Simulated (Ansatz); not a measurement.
The reference is a 16-atom supercell of TiC in the rock salt structure (space group Fm-3m, No. 225; a = 4.3330 Å) at its relaxed geometry.

Level of theory: Kohn–Sham DFT with the PBE functional, run in Ansatz (an electronic-structure program) with PAW and 420 eV plane waves, scalar-relativistic without spin-orbit coupling.

One neutral defect a cell, atoms relaxed at fixed cell.

One change was made to it. Results:

The pressure goes from zero to 12.8 GPa; the largest displacement of a host atom from its site in the perfect cell comes out as 0.26 Å.

Question: Which change produced these results?
(A) C interstitial (started 1.69 Å from the nearest host atom)
(B) H interstitial (started 1.69 Å from the nearest host atom)
(C) Sn on a C site, symmetric start
(D) C vacancy
(E) Ti on a C site (antisite)

Answer: A, C interstitial (started 1.69 Å from the nearest host atom). For comparison, the pressure in the other runs: Ti on a C site (antisite) gives 19.4 GPa; C vacancy gives -0.7 GPa; Sn on a C site, symmetric start gives 31.9 GPa; H interstitial (started 1.69 Å from the nearest host atom) gives 2.5 GPa.

The cell is small, so the values are those of an ordered compound at a high defect concentration; dilute-limit values will differ. Defects with a symmetric start kept the site's symmetry and may sit on a saddle; the others started slightly shaken. The final runs are not spin-polarised.
